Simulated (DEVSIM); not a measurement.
System: Co/SiO2/p-Si capacitor, at 250 K.

Layer 1 from the left is SiO2, thickness (nm) 1.40. Layer 2 from the left is Si, thickness (nm) 2300, Na (cm⁻³) 6e16.

Metal gate on the left, work function 5 eV. Fixed charge at the semiconductor interface 0 cm⁻² (in units of +e); no interface traps.

The device is made up for the run: typed textbook-type constants, with dimensions and the other settings drawn at random. Values at 300 K; Nc and Nv go as T^1.5, mobilities as T to minus their exponent, the gap by Varshni's rule with the affinity fixed.

SiO2: gap (eV) 9, affinity (eV) 0.9, permittivity 3.9. Si: gap (eV) 1.124, affinity (eV) 4.05, permittivity 11.7, Nc (cm⁻³) 2.86e19, Nv (cm⁻³) 3.1e19, Varshni α (eV/K) 0.000473, Varshni β (K) 636.

DEVSIM, 1D Poisson equation in equilibrium, Boltzmann statistics, complete ionisation; no quantum confinement or tunnelling. Metal contacts follow the ideal Schottky-Mott rule: no Fermi-level pinning, no interface dipoles.

Problem. What does the simulation give for the threshold voltage (band bending 2φF), the minimum of the low-frequency capacitance?

Solution. threshold voltage (band bending 2φF) 0.88 V; minimum of the low-frequency capacitance 0.0797 μF/cm².
